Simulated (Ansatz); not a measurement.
**WC: response to strain**

The parent structure is WC (space group P-6m2, No. 187; a = 2.8843 Å, c = 2.8115 Å; relaxed with 0.1 eV smearing). Axes: x lies along a and z along c of the hexagonal cell.

Strains are applied to the cell and any free atomic positions relax.

Level of theory: LDA, PAW, 420 eV (Ansatz, a first-principles code; without spin-orbit coupling).

Notes on the quantities. energy relative to the base: free energy F.

```json
[
 {"uniaxial strain ε_zz (%)": "0", "energy relative to the base (meV/atom)": "0.0"},
 {"uniaxial strain ε_zz (%)": "0.5", "energy relative to the base (meV/atom)": "0.8"},
 {"uniaxial strain ε_zz (%)": "1", "energy relative to the base (meV/atom)": "3.2"},
 {"uniaxial strain ε_zz (%)": "1.5", "energy relative to the base (meV/atom)": "7.0"},
 {"uniaxial strain ε_zz (%)": "2", "energy relative to the base (meV/atom)": "12.3"},
 {"uniaxial strain ε_zz (%)": "2.5", "energy relative to the base (meV/atom)": "?"},
 {"uniaxial strain ε_zz (%)": "3", "energy relative to the base (meV/atom)": "27.2"}
]
```

Question: Fit ΔE = Aε² + Bε³ (ε in %) to the rows shown and predict the withheld row.

Answer: Least squares on the printed values gives A = 3.20 and B = -0.060 meV/atom (largest residual 0.1 meV/atom); this predicts 19.1 meV/atom, and the run gives 19.1 meV/atom, in agreement.

No phonon test of stability was made. All final runs are without spin polarisation.
